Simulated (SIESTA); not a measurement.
Worked example: self-consistent single point of Si2W (I4/mmm, 3 atoms in the cell) in SIESTA

Method of the run: GGA PBE, numerical atomic orbitals TZP, PseudoDojo PBE standard norm-conserving potentials (rewritten from UPF to PSML) (SIESTA).

The input file:

```
# files in the folder: Si.psml W.psml (PseudoDojo PBE standard)
SystemName  Si2W
SystemLabel Si2W

NumberOfAtoms                3
NumberOfSpecies              2
%block ChemicalSpeciesLabel
  1 14 Si
  2 74 W
%endblock ChemicalSpeciesLabel
LatticeConstant              4.418385 Ang
%block LatticeVectors
    -0.356004966    0.356004966    0.864014340
     0.356004966   -0.356004966    0.864014340
     0.356004966    0.356004966   -0.864014340
%endblock LatticeVectors
AtomicCoordinatesFormat      Ang
%block AtomicCoordinatesAndAtomicSpecies
     0.000000000   -0.000000000    2.557680809  1
     0.000000000   -0.000000000    5.077415191  1
     0.000000000    0.000000000    0.000000000  2
%endblock AtomicCoordinatesAndAtomicSpecies

XC.functional                GGA
XC.authors                   PBE
PAO.BasisSize                TZP
PAO.EnergyShift              0.005 Ry
MeshCutoff                   300 Ry
%block kgrid.MonkhorstPack
   15   0   0  0.0
    0  15   0  0.0
    0   0  15  0.0
%endblock kgrid.MonkhorstPack
OccupationFunction           FD
ElectronicTemperature        0.05 eV

MaxSCFIterations             150
SCF.Mixer.Method             Pulay
SCF.Mixer.Weight             0.25
SCF.Mixer.History            8
SCF.DM.Tolerance             1.0E-05
Diag.ParallelOverK           true
WriteForces                  true
```

The program printed (abridged):

```
reinit: Reading from file input.fdf

reinit: System Name: Si2W
reinit: System Label: Si2W

coor:   Atomic-coordinates input format  =     Cartesian coordinates
coor:                                          (in Angstroms)

siesta: Atomic coordinates (Bohr) and species
siesta:      0.00000  -0.00000   4.83332  1        1
siesta:      0.00000  -0.00000   9.59492  1        2
siesta:      0.00000   0.00000   0.00000  2        3

siesta: System type = bulk

initatomlists: Number of atoms, orbitals, and projectors:      3    59    68

siesta: ******************** Simulation parameters ****************************
redata: Spin configuration                          = none
redata: Time-Reversal Symmetry                      = T
redata: Number of Atomic Species                    =        2
redata: Mesh Cutoff                                 =   300.0000 Ry
redata: Net charge of the system                    =     0.0000 |e|
redata: Min. number of SCF Iter                     =        0
redata: Max. number of SCF Iter                     =      150
redata: SCF convergence failure will abort job
redata: SCF mix quantity                            = Hamiltonian
redata: Mix DM or H after convergence               =   F
redata: Recompute H after scf cycle                 =   F
redata: Mix DM in first SCF step                    =   T
redata: No kicks to SCF
redata: DM Mixing Weight for Kicks                  =     0.5000
redata: Require Harris convergence for SCF          =   F
redata: Harris energy tolerance for SCF             =     0.000100 eV
redata: Require DM convergence for SCF              =   T
redata: DM tolerance for SCF                        =     0.000010
redata: Require EDM convergence for SCF             =   F
redata: EDM tolerance for SCF                       =     0.001000 eV
redata: Require H convergence for SCF               =   T
redata: Hamiltonian tolerance for SCF               =     0.001000 eV
redata: Require (free) Energy convergence for SCF   =   F
redata: (free) Energy tolerance for SCF             =     0.000100 eV
redata: Using DFT-D3 dispersion                     =   F
redata: Using Saved Data (generic)                  =   F
redata: Method of Calculation                       = Diagonalization
redata: Electronic Temperature                      =   580.2259 K
redata: Number of TDED substeps                     =        3
redata: Dynamics option                             = Single-point calculation
redata: Save all siesta data in one NC              =   F
redata: ***********************************************************************

%block SCF.Mixers
  Pulay
%endblock SCF.Mixers

%block SCF.Mixer.Pulay
  # Mixing method
  method pulay
  variant stable

  # Mixing options
  weight 0.2500
  weight.linear 0.2500
  history 8
%endblock SCF.Mixer.Pulay

DM_history_depth set to one: no extrapolation allowed by default for geometry relaxation
Size of DM history Fstack: 1
Total number of electrons:    22.000000
Total ionic charge:    22.000000

* ProcessorY, Blocksize:    1  60

* Orbital distribution balance (max,min):    59    59

 Kpoints in:         1800 . Kpoints trimmed:         1688

siesta: k-grid: Number of k-points = 1688
siesta: k-points from Monkhorst-Pack grid
siesta: k-cutoff (effective) =    23.595 Ang
siesta: k-point supercell and displacements
siesta: k-grid:    15     0     0      0.000
siesta: k-grid:     0    15     0      0.000
siesta: k-grid:     0     0    15      0.000

diag: Algorithm                                     = D&C
diag: Parallel over k                               =   F
diag: Use parallel 2D distribution                  =   F
diag: Parallel block-size                           = 60
diag: Parallel distribution                         =     1 x     1
diag: Used triangular part                          = Lower
diag: Absolute tolerance                            =  0.100E-15
diag: Orthogonalization factor                      =  0.100E-05
diag: Memory factor                                 =  1.0000

superc: Internal auxiliary supercell:     7 x     7 x     9  =     441
superc: Number of atoms, orbitals, and projectors:   1323  26019  29988

                        Single-point calculation

superc: Internal auxiliary supercell:     7 x     7 x     9  =     441
superc: Number of atoms, orbitals, and projectors:   1323  26019  29988

outcell: Unit cell vectors (Ang):
       -1.572967    1.572967    3.817548
        1.572967   -1.572967    3.817548
        1.572967    1.572967   -3.817548

outcell: Cell vector modules (Ang)   :    4.418385    4.418385    4.418385
outcell: Cell angles (23,13,12) (deg):    138.2899    138.2899     60.4593
outcell: Cell volume (Ang**3)        :     37.7819
new_DM -- step:     1
Initializing Density Matrix...

Attempting to read DM from file... Failed...
DM filled with atomic data:

InitMesh: MESH = 40 x 40 x 32 = 51200
InitMesh: Mesh cutoff (required, used) =   300.000   339.171 Ry

stepf: Fermi-Dirac step function

        iscf     Eharris(eV)        E_KS(eV)     FreeEng(eV)     dDmax    Ef(eV) dHmax(eV)
   scf:    1    -2263.419849    -2292.640238    -2292.643187  1.534746 -4.361702  8.046955
   scf:    2    -2295.281362    -2294.454681    -2294.456349  0.112868 -4.871946  1.767852
   scf:    3    -2294.542524    -2294.510837    -2294.512451  0.036212 -4.969718  0.545415
   scf:    4    -2294.535073    -2294.524426    -2294.526102  0.035705 -5.012344  0.166295
   scf:    5    -2294.525869    -2294.525388    -2294.527038  0.013508 -5.039114  0.076407
   scf:    6    -2294.525466    -2294.525542    -2294.527200  0.002138 -5.031720  0.025792
   scf:    7    -2294.525570    -2294.525564    -2294.527222  0.000756 -5.034358  0.001151
   scf:    8    -2294.525563    -2294.525564    -2294.527222  0.000039 -5.034232  0.000925
   scf:    9    -2294.525564    -2294.525564    -2294.527222  0.000026 -5.034315  0.000142
   scf:   10    -2294.525564    -2294.525564    -2294.527222  0.000003 -5.034301  0.000051

SCF Convergence by DM+H criterion
max |DM_out - DM_in|         :     0.0000033387
max |H_out - H_in|      (eV) :     0.0000508481
SCF cycle converged after 10 iterations

Using DM_out to compute the final energy and forces

siesta: E_KS(eV) =            -2294.5256

siesta: E_KS - E_eggbox =     -2294.5256

siesta: Atomic forces (eV/Ang):
     1   -0.000746   -0.000746   -0.340390
     2    0.000746    0.000746    0.340390
     3   -0.000000   -0.000000   -0.000000
   Tot   -0.000000   -0.000000    0.000000
   Max    0.340390
   Res    0.160462    sqrt( Sum f_i^2 / 3N )
   Max    0.340390    constrained

Stress tensor Voigt[x,y,z,yz,xz,xy] (kbar):     -202.02     -202.02     -247.18        0.14        0.14       -0.07
(Free)E + p*V (eV/cell)    -2289.4083
Target enthalpy (eV/cell)    -2294.5272

siesta: Program's energy decomposition (eV):
siesta: Ebs     =      -563.431242
siesta: Eions   =      4126.022912
siesta: Ena     =      1308.840824
siesta: Ekin    =       654.279528
siesta: Enl     =       372.486448
siesta: Eso     =         0.000000
siesta: Edftu   =         0.000000
siesta: DEna    =        38.187289
siesta: DUscf   =         0.718027
siesta: DUext   =         0.000000
siesta: Ex      =      -500.206583
siesta: Ec      =       -42.808185
siesta: Exc     =      -543.014767
siesta: Eharris =     -2294.525564
siesta: Etot    =     -2294.525564
siesta: FreeEng =     -2294.527222

siesta: Atomic forces (eV/Ang):
siesta:      1   -0.000746   -0.000746   -0.340390
siesta:      2    0.000746    0.000746    0.340390
siesta:      3   -0.000000   -0.000000   -0.000000
siesta: ----------------------------------------
siesta:    Tot   -0.000000   -0.000000    0.000000

siesta: Stress tensor (static) (eV/Ang**3):
siesta:    -0.126090   -0.000045    0.000085
siesta:    -0.000045   -0.126090    0.000085
siesta:     0.000085    0.000085   -0.154277

siesta: Cell volume =         37.781894 Ang**3

siesta: Pressure (static):
siesta:                Solid            Molecule  Units
siesta:           0.00147563          0.00139321  Ry/Bohr**3
siesta:           0.13548569          0.12791864  eV/Ang**3
siesta:         217.07200334        204.94826063  kBar
```

The run converged in 10 iterations.

The starting cell comes from a database of computed structures (which also holds hypothetical and non-ambient phases and stackings), without a prior relaxation at this level. Its lattice was rescaled by a random factor within 2.5 % of one. Spin polarisation is off. Values carry the incompleteness of an atom-centred basis. With a pressure of about 22 GPa the cell is away from its equilibrium volume at this level.

Cost on one core of a shared machine: roughly 4 min.
